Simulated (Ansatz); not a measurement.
The reference is SnTe in the rock salt structure (space group Fm-3m, No. 225; a = 6.370 Å).

Structures relaxed with plane-wave PAW DFT at the r2SCAN level (Ansatz, an electronic-structure program, 500 eV), no SOC.

Base:

Simulated powder pattern, Co Kα, λ = 1.79026 Å (kinematic, ideal powder, no thermal factors, no anomalous dispersion; the 10 strongest lines at most, above 2 %, up to 2θ = 90°):

```tsv
2θ (°)	I/Imax (%)	hkl
32.65	100	(200)
46.84	74	(220)
58.26	26	(222)
68.41	12	(400)
77.87	34	(420)
87.02	27	(422)
```

One thing is altered: cell and atoms relaxed at a pressure of 30 GPa.

After the change:

Simulated powder pattern, Co Kα, λ = 1.79026 Å (kinematic, ideal powder, no thermal factors, no anomalous dispersion; the 10 strongest lines at most, above 2 %, up to 2θ = 90°):

| 2θ (°) | d (Å) | I/Imax (%) | hkl |
|---|---|---|---|
| 36.61 | 2.850 | 100 | (200) |
| 52.73 | 2.016 | 71 | (220) |
| 65.90 | 1.646 | 25 | (222) |
| 77.82 | 1.425 | 12 | (400) |
| 89.21 | 1.275 | 35 | (420) |

The indices refer to the base's conventional cell; one index is shown for lines that coincide.

Load acts through the strain it causes; cell and atoms are relaxed under it. No phonon test of stability was made. No other phases were tried under pressure. All final runs are without spin polarisation.
